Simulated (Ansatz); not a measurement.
Output of an Ansatz run (abridged):

```
WARN basis.ecutwfc = 420 eV, the default
WARN ansatz: RAYON_NUM_THREADS=1 ignored (pool sized by the plan → 1); use --threads N
Pseudopotentials: kind: paw
Pseudopotential: Li, paw, valence charge 3
Pseudopotential: H, paw, valence charge 1
Pseudopotential: Rh, paw, valence charge 17
Crystal: 9 atoms, lattice volume = 79.085 Å³
Basis set: ecut = 420 eV, 1535 PW (Γ)
Bands: 26, of which v1, the nominal top of the filled ones, is band 17 counted from 1 (16 counted from 0)
Symmetry: 8 space group operations
Space group: I4/m (ITA 87), of the structure as read, at distance tolerance 4.3e-5 Å
k-points: 78 of 512
PAW frozen core: Rh, regenerated for the run's functional, and the local potential with it
Initial density: superposition of atomic densities (neutral atoms: chi_scale 0, normalization atom), corrected by the library's trained network
Initial wavefunctions: pseudopotential atomic-orbital guess
Eigensolver: davidson
Functional: x = slater, c = lda
SCF iter   1: F=—  HF=-7151.989177 eV  |F-HF|=—  |Δ(HF+E_count)|=         —  Δρ=1.15e-2  dr2=6.77e-2  ethr=1.77e-3  ⟨swp⟩=5.8  Hψ=9215  notcnv=0  defer=47
all-band conjugate gradients solve this SCF's bands
preconditioner: auto → Kerker (q_TF=auto, 2.358 Å⁻¹)
SCF iter   2: F=—  HF=-7151.959853 eV  |F-HF|=—  |Δ(HF+E_count)|=   2.93e-2  Δρ=6.41e-3  dr2=2.59e-2  ethr=2.05e-4  ⟨swp⟩=1.9  Hψ=2997  notcnv=0  defer=215
SCF iter   3: F=—  HF=-7151.948226 eV  |F-HF|=—  |Δ(HF+E_count)|=   1.16e-2  Δρ=1.03e-3  dr2=1.40e-3  ethr=7.83e-5  ⟨swp⟩=2.1  Hψ=2928  notcnv=0  defer=215
SCF iter   4: F=—  HF=-7151.947736 eV  |F-HF|=—  |Δ(HF+E_count)|=   4.90e-4  Δρ=2.23e-4  dr2=4.89e-5  ethr=4.24e-6  ⟨swp⟩=2.0  Hψ=2274  notcnv=0  defer=215
SCF iter   5: F=—  HF=-7151.947725 eV  |F-HF|=—  |Δ(HF+E_count)|=   1.17e-5  Δρ=6.27e-5  dr2=3.79e-6  ethr=1.48e-7  ⟨swp⟩=2.0  Hψ=1934  notcnv=0  defer=215
SCF iter   6: F=—  HF=-7151.947724 eV  |F-HF|=—  |Δ(HF+E_count)|=   8.16e-7  Δρ=1.63e-5  dr2=2.10e-7  ethr=1.15e-8  ⟨swp⟩=2.5  Hψ=2650  notcnv=0  defer=215
SCF iter   7: F=-7151.947724 eV  HF=-7151.947724 eV  |F-HF|=2.02e-8  |Δ(HF+E_count)|=   2.09e-8  Δρ=5.28e-6  dr2=3.35e-8  ethr=3.03e-10  ⟨swp⟩=8.5  Hψ=8405  notcnv=0
SCF 1 converged in 7 iterations: F = -7151.947724 eV  dr2 = 3.35e-8
SCF converged after 7 iterations
Free energy (F): -7151.947724 eV
Harris-Foulkes:  -7151.947724 eV  (|F-HF|=2.02e-8)
Internal energy: -7151.946524 eV  (E = F + TS)
E sigma→0 (E₀):  -7151.947124 eV
Entropy (-TS):   -0.001200 eV (-0.133 meV/atom)
Fermi energy:    6.072976 eV
--- Per-component energies (eV) ---
  E_band       = -664.747535
  E_kinetic    = 719.045742
  E_local      = -3471.271539  (includes V_loc(G=0)·N_el)
  E_nonlocal   = 233.664309
  E_hartree    = 1279.613205
  E_xc         = -300.336439
  E_vxc        = -382.167725  (∫ρ·V_xc dr)
  E_paw        = -3540.331863  (= ΣΔE_a)
  E_vpaw       = -323.231714  (= ΣTr[D̂ρ^β])
  E_aug_tail   = -0.003430  (compensation charges beyond the density's cutoff)
  E_ewald      = -2072.948992
  E_core_change = 0.622482  (= ΣΔE_core)
  E_smearing   = -0.001200  (= −TS)
  E_closure    = -0.000000  (closes the sum)
  Σ components = -7151.947724   (vs F -7151.947724, Δ=0.00e0)
--- Forces (eV/Å), atoms counted from 1 ---
  atom   1  Li    -0.01037253     0.00930214     0.00000000
  atom   2  Li     0.01037253    -0.00930214     0.00000000
  atom   3  Li    -0.00930214    -0.01037253     0.00000000
  atom   4  Li     0.00930214     0.01037253     0.00000000
  atom   5  H     -0.00842990     0.05912766    -0.00000000
  atom   6  H      0.00842990    -0.05912766    -0.00000000
  atom   7  H     -0.05912766    -0.00842990     0.00000000
  atom   8  H      0.05912766     0.00842990    -0.00000000
  atom   9  Rh     0.00000000    -0.00000000     0.00000000
  max |Σ_I F_I| component: 1.73e-18 eV/Å
--- Stress (GPa, compression-positive) ---
       -2.534486       0.000001       0.000000
       -0.000001      -2.534486      -0.000000
        0.000000       0.000000      -3.144983
  P = ⅓ Tr σ = -2.7380 GPa (-27.380 kbar)
  The stress holds the Pulay correction. Without it, at fixed plane waves, as pw.x and ABINIT print it: P = -2.8450 GPa
--- Band table (eV; the first three rows and the last of 78) ---
  k-point 0: bands = ["-72.2832", "-40.4654", "-40.4654", "-39.9094", "-39.2834", "-39.2320", "-39.2233", "-39.2233", "-2.3119", "-0.0771", "2.2809", "2.2809", "2.7774", "3.0808", "3.5656", "3.5656", "7.2980", "7.6677", "10.6456", "10.6658", [...]
  k-point 1: bands = ["-72.2832", "-40.4659", "-40.4653", "-39.9094", "-39.2814", "-39.2349", "-39.2235", "-39.2218", "-2.2216", "-0.0944", "1.8359", "2.3099", "2.9198", "3.1267", "3.5490", "3.6119", "7.4846", "7.7944", "10.3084", "10.3349", [...]
  k-point 2: bands = ["-72.2832", "-40.4671", "-40.4652", "-39.9094", "-39.2758", "-39.2412", "-39.2238", "-39.2196", "-1.9581", "-0.1406", "1.0354", "2.4237", "3.0212", "3.2181", "3.5095", "3.7311", "7.4036", "8.3270", "9.4014", "10.0908", [...]
  k-point 77: bands = ["-72.2832", "-40.4684", "-40.4684", "-39.9095", "-39.2503", "-39.2503", "-39.2334", "-39.2216", "-0.9611", "-0.2668", "0.9274", "0.9274", "3.0503", "3.2604", "3.8843", "3.8843", "5.1673", "6.5438", "9.4838", "11.5132", [...]
```

The structure:

```
CELL_PARAMETERS angstrom
     -3.10979     3.10979     2.04443
      3.10979    -3.10979     2.04443
      3.10979     3.10979    -2.04443
ATOMIC_POSITIONS crystal
  Li 0.77954 0.38575 0.16529
  Li 0.22046 0.61425 0.83471
  Li 0.38575 0.22046 0.60621
  Li 0.61425 0.77954 0.39379
  H  0.73488 0.06629 0.80117
  H  0.26512 0.93371 0.19883
  H  0.06629 0.26512 0.33141
  H  0.93371 0.73488 0.66859
  Rh 0.00000 0.00000 0.00000
```

Problem. Write an input that gives this output.

Solution. Other spellings and defaults could give the same log, and not every line can be read from it. The input that was run (DFT, LDA (PW92), plane waves, default PAW files made with PBE):

Ansatz 0.2 input:
```yaml
# Li4H4Rh
crystal:
  lattice:
    - [-3.109790, 3.109790, 2.044430]
    - [3.109790, -3.109790, 2.044430]
    - [3.109790, 3.109790, -2.044430]
  atoms:
    - { symbol: Li, position_ang: [-0.710587, 1.738621, 2.044430] }
    - { symbol: Li, position_ang: [3.820377, 1.371169, -0.000000] }
    - { symbol: Li, position_ang: [1.371169, 2.399203, 0.000000] }
    - { symbol: Li, position_ang: [1.738621, 0.710587, 2.044430] }
    - { symbol: H, position_ang: [0.412296, 4.570645, -0.000000] }
    - { symbol: H, position_ang: [2.697494, -1.460855, 2.044430] }
    - { symbol: H, position_ang: [1.648935, 0.412296, 0.000000] }
    - { symbol: H, position_ang: [1.460855, 2.697494, 2.044430] }
    - { symbol: Rh, position_ang: [0.000000, 0.000000, 0.000000] }
kpoints:
  mp_grid: { grid: [8, 8, 8] }
hamiltonian:
  xc: lda
  pseudopotentials: { kind: paw }
scf:
  occupations: { method: gaussian, width: 0.05 eV }
output:
  forces: true
  eigenvalues: true
  stress: true
```

The starting cell comes from a database of computed structures (which also holds hypothetical and non-ambient phases and stackings), without a prior relaxation at this level. Spin polarisation is off. Ansatz's pressure includes its estimate of the finite-basis (Pulay) stress.

Ansatz is a quantum-chemistry and plane-wave program.
